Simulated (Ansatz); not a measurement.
For GaP (model structure, from the WC type, P-6m2, No. 187), PBE-D3(BJ) (Ansatz, a program for electronic structure, PAW) gives:

* **lattice constant a**: 3.540 Å
* **lattice parameter c**: 3.141 Å

**Question.** What does r²SCAN+rVV10 (Ansatz, PAW) give for the same quantities?

**Answer.** 
- lattice constant a: 3.582 Å (grows by 1.2 %)
- lattice parameter c: 3.110 Å (drops by 1.0 %)

Changes are worked out from the printed values.

Unless a cell is named, each level is at its own relaxed cell (PBE-D3(BJ) 17.05, r²SCAN+rVV10 17.28 Å³/atom).

Ansatz's density-functional and Hartree–Fock values are scalar-relativistic unless marked +SOC, with PAW data made under PBE.

A model structure was made by putting elements into a prototype or built by hand; it is no filed structure, need not be a known phase, and can be a saddle point held by its symmetry.
